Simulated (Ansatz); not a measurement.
# Hypothetical CsCl type AuCl: pressure series

The parent structure is AuCl in the CsCl type structure (space group Pm-3m, No. 221; a = 3.4223 Å; a hypothetical phase, not in the database extracts checked).

Cell and atoms are relaxed at each pressure.

Levels (all Ansatz, an electronic-structure program, PAW): PBE (420 eV, no spin-orbit coupling); r2SCAN (500 eV, no spin-orbit coupling).

The base cell above is that of PBE; each level relaxes its own structures.

```
case              volume per atom, PBE  volume per atom, r2SCAN
----------------  --------------------  -----------------------
pressure −2 GPa               20.81 Å³                 20.25 Å³
pressure −1 GPa               20.40 Å³                 19.92 Å³
pressure 3 GPa                19.17 Å³                 18.86 Å³
pressure 7 GPa                18.29 Å³                      [?]
pressure 15 GPa               17.05 Å³                 16.92 Å³
pressure 30 GPa               15.57 Å³                 15.51 Å³
pressure 50 GPa               14.32 Å³                      [?]
pressure 75 GPa               13.27 Å³                      [?]
pressure 100 GPa              12.51 Å³                      [?]
```

Question: What belongs in the blanks?

Answer: 
- pressure 7 GPa, volume per atom, r2SCAN: 18.07 Å³
- pressure 50 GPa, volume per atom, r2SCAN: 14.29 Å³
- pressure 75 GPa, volume per atom, r2SCAN: 13.26 Å³
- pressure 100 GPa, volume per atom, r2SCAN: 12.51 Å³

The two levels differ by at most about 0.55 Å³. They put the cases in the same order.

Load acts through the strain it causes; cell and atoms are relaxed under it. Stability against distortions was not tested. Competing high-pressure phases were not computed. No Hubbard U is applied, and correlation can decide whether such a compound is a metal. All final runs are without spin polarisation.
